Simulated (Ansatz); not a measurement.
## CsCl-type RbBr (model structure)

All values below come from PBE0 (Ansatz, an electronic-structure program, plane waves, PAW).

Numerical settings: plane-wave cutoff 500 eV, 6×6×6 k mesh, gaussian smearing 0.02 eV, scalar-relativistic PAW data made under PBE.

Cell (relaxed with r²SCAN):

```yaml
crystal:
  lattice:
    - [4.12731, 0.00000, 0.00000]
    - [0.00000, 4.12731, 0.00000]
    - [0.00000, 0.00000, 4.12731]
  atoms:
    - { symbol: Rb, position: [0.00000, 0.00000, 0.00000] }
    - { symbol: Br, position: [0.50000, 0.50000, 0.50000] }
```

```yaml
band_gap: 5.96 eV (on the SCF k mesh)
```

Note: the relaxation could raise the start's symmetry but not lower it, so the cell can be a saddle point; cell and atoms aren't relaxed at this level (pressure 0.4 GPa).

Spin–orbit coupling is not included.

The computed numbers hold no vibrational or temperature effects.

A model structure was made by putting elements into a prototype or built by hand; it is no filed structure, need not be a known phase, and can be a saddle point held by its symmetry.
